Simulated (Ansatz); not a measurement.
System: F-vacancy pair (F on one host O site, one O site vacant) in monoclinic HfO2 (charge state +3). All values below come from PBE, PAW (plane waves to 420 eV; Ansatz, a quantum-chemistry and plane-wave program).

Settings: 96 host sites, the relaxed PBE lattice, the Γ point alone, smearing 0.01 eV, spin-restricted, no image-charge correction. Static, classical nuclei. Spin-orbit coupling is left out. The charge state is imposed; whether it is stable for some Fermi level was not computed. Forms of the defect that were not tried may lie lower. The start lies 0.69 eV above the lowest site run (PBE).

Barriers: single points on a 2×2×2 k-point mesh shifted by half a step at the bands' geometries.

The step: the F atom itself jumps into the vacancy (F-vacancy distance between ideal sites 2.55 Å throughout). Atoms about the jump, Cartesian Å from the middle of the jump, before and after:

| atom | x0 | y0 | z0 | x1 | y1 | z1 |
|---|---|---|---|---|---|---|
| F1 | -0.80 | -0.18 | -0.35 | 0.80 | 0.18 | 0.35 |
| Hf2 | -0.44 | -1.09 | 1.61 | -0.36 | -1.10 | 1.65 |
| Hf3 | 0.15 | 1.44 | -1.42 | 0.25 | 1.49 | -1.37 |
| O4 | 0.79 | -2.30 | 0.26 | 0.73 | -2.38 | 0.25 |
| O5 | 1.70 | 0.12 | -2.03 | 1.74 | 0.15 | -2.12 |
| O6 | 0.94 | 2.36 | 0.26 | 0.86 | 2.71 | 0.25 |
| O7 | -1.53 | 0.53 | 2.19 | -1.50 | 0.53 | 2.13 |
| Hf8 | 2.49 | -1.47 | -0.82 | 2.43 | -1.44 | -0.80 |
| O9 | -2.09 | -2.04 | 1.11 | -2.05 | -1.96 | 1.02 |
| O10 | -0.65 | 0.54 | -3.12 | -0.68 | 0.45 | -2.93 |
| O11 | -1.62 | 2.35 | -1.51 | -1.60 | 2.27 | -1.41 |
| O12 | 0.87 | 0.12 | 2.97 | 0.85 | 0.11 | 3.08 |

### Question
Where do these atoms stand at the saddle point, and how high is it?

### Answer

```csv
atom,x,y,z
F1,-0.07,-0.05,-0.06
Hf2,-0.45,-1.12,1.67
Hf3,0.19,1.50,-1.43
O4,0.78,-2.43,0.30
O5,1.74,0.15,-2.10
O6,0.93,2.51,0.25
O7,-1.57,0.49,2.21
Hf8,2.44,-1.46,-0.80
O9,-2.09,-2.01,1.04
O10,-0.68,0.49,-3.03
O11,-1.63,2.31,-1.46
O12,0.85,0.12,3.00
```
It lies 0.057 eV above the start and 0.12 eV above the end. The saddle point's order was not checked.
